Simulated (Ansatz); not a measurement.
SrTaNO2 (Pmc2₁, No. 26, 10 atoms in the cell; start mp-1101327) was calculated with PBEsol+SOC (Ansatz, a first-principles code, PAW).

Numerical settings: plane-wave cutoff 520 eV, 8×6×6 k mesh (along the axes of the cell as run), Fermi–Dirac smearing 0.01 eV, PAW data made under PBE.

Cell (relaxed with PBEsol):

```cif
data_N2O4Sr2Ta2
_chemical_formula_sum 'Sr2 Ta2 N2 O4'
_space_group_name_H-M_alt 'P 1'
_space_group_IT_number 1
_cell_length_a 3.96665
_cell_length_b 5.74182
_cell_length_c 5.74032
_cell_angle_alpha 90.000
_cell_angle_beta 90.000
_cell_angle_gamma 90.000
loop_
_space_group_symop_operation_xyz
  'x, y, z'
loop_
_atom_site_label
_atom_site_type_symbol
_atom_site_fract_x
_atom_site_fract_y
_atom_site_fract_z
_atom_site_occupancy
Sr1 Sr 0.50000 0.75962 0.51947 1
Sr2 Sr 0.50000 0.24038 0.01947 1
Ta1 Ta 0.00000 0.73654 0.01548 1
Ta2 Ta 0.00000 0.26346 0.51548 1
N1 N 0.00000 0.48409 0.76313 1
N2 N 0.00000 0.51591 0.26313 1
O1 O 0.50000 0.77320 0.98762 1
O2 O 0.50000 0.22680 0.48762 1
O3 O 0.00000 0.97576 0.71436 1
O4 O 0.00000 0.02424 0.21436 1
```

**Question.** Estimate the band gap that the calculation returns.

**Answer.** 
* **band gap**: 1.07 eV (on the SCF k mesh)

Computed values are for the static lattice.

The result took around 5 core-minutes (rough).

A start named mp-… is a Materials Project structure, which need not be a measured phase.
